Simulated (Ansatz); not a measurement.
V (Im-3m), PBEsol, DFPT electron-phonon coupling, linearised Boltzmann equation run with Ansatz (a program for electronic structure): Condition of this run: hydrostatic pressure 15 GPa (the target of the relaxation). phonon-limited resistivity 19.2 μΩ·cm at 300 K, 26.4 μΩ·cm at 400 K, current-weighted mean free path 1.91 nm, Drude plasma energy 9.03 eV.

Task: Estimate the resistivity of a 20 nm square wire with diffuse walls from ρ ≈ ρ₀(1 + 3ℓ/4d).

Result: 1 + 0.75 × 1.91/20 = 1.07, so ρ ≈ 20.6 μΩ·cm and a line 1 μm long has 514 Ω. The formula is the free-electron limit for d well above ℓ; grain boundaries add to it.

Task: What is the classical skin depth at 10 GHz (nonmagnetic, μ₀ = 1.257×10⁻⁶ H/m)?

Result: δ = √(ρ/(π f μ₀)) = 2210 nm.

Task: Estimate the electronic thermal conductivity at 300 K by the Wiedemann-Franz law (L₀ = 2.44×10⁻⁸ W·Ω/K²).

Result: L₀T/ρ = 2.44×10⁻⁸ × 300/(19.2×10⁻⁸) = 38.1 W/(m·K). Inelastic scattering puts the true Lorenz number somewhat under L₀ near and below the Debye temperature.

A metal at this level (no band gap). Only scattering by harmonic phonons is included (no impurities, grain boundaries, electron-electron scattering or thermal expansion). Spin-orbit coupling is left out. Values near or above 100 μΩ·cm, or paths under about 2 nm, lie near resistivity saturation, where the Boltzmann equation overshoots. The squared frequency of the phonon mode least converged on the k mesh is uncertain by about 11 %. The run warned that the eigensolver left some states short of its tolerance. Halving the electron mesh (40x40x40) moves the resistivity by up to 1 % at 300 K, the mean free path by up to 3 %. Smearing 0.20 eV; phonons on a 7x7x7 q mesh, which this run doesn't test.

Treated as nonmagnetic (a ferromagnetic start lost its moment, other orders weren't tried): V (Im-3m).
